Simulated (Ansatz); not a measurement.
The parent structure is WC (space group P-6m2, No. 187; a = 2.884 Å, c = 2.812 Å; relaxed with 0.1 eV smearing).

All numbers come from LDA in Ansatz (plane waves to 420 eV, PAW, scalar-relativistic without spin-orbit coupling).

Before the change:

| Item | Value |
|---|---|
| Pressure | 0.0 GPa |
| Band gap | zero |

One thing is altered: the cell is scaled by 1.0250 in all directions, atoms relaxed at fixed cell.

Problem. How does this affect the energy relative to the base, pressure and band gap?

Solution. The energy rises by 70 meV/atom; the pressure (mean of the normal stresses, compression positive) goes from zero to -26.9 GPa; the band gap is still zero.

The cells carry an imposed strain or load. Whether these cells are dynamically stable was not tested. The final runs are not spin-polarised.

Ansatz is a first-principles code.
